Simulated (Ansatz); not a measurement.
Ga vacancy + Si on the Ga site in metastable zinc-blende GaN: one set of geometries, relaxed with PBE, evaluated in Ansatz (PAW, plane waves to 420 eV, 500 eV under r2SCAN) with PBE, r2SCAN.

Cell and caveats: 64-site cell; 2×2×2 shifted k-points; start: the Ga site; Ga 3.22 Å away; energies good to tenths of an eV; relaxed from one start, so a lower configuration may exist; flagged in the runs: a strain field that reaches the edge of the cell.

| quantity | PBE | r2SCAN |
|---|---|---|
| host gap (eV) | 1.54 | ? |
| neutral formation energy against alpha gallium, silicon (eV) | 4.31 | ? |
| largest moment on one atom at charge 0 (μB) | 0.38 | ? |
| largest moment on one atom at charge −2 (μB) | 0.00 | ? |

Problem. Given the lower rungs, what does r2SCAN give?

Solution. 
- host gap (eV), r2SCAN: 1.94
- neutral formation energy against alpha gallium, silicon (eV), r2SCAN: 4.91
- largest moment on one atom at charge 0 (μB), r2SCAN: 0.47
- largest moment on one atom at charge −2 (μB), r2SCAN: 0.00

Ansatz is a quantum-chemistry and plane-wave program.
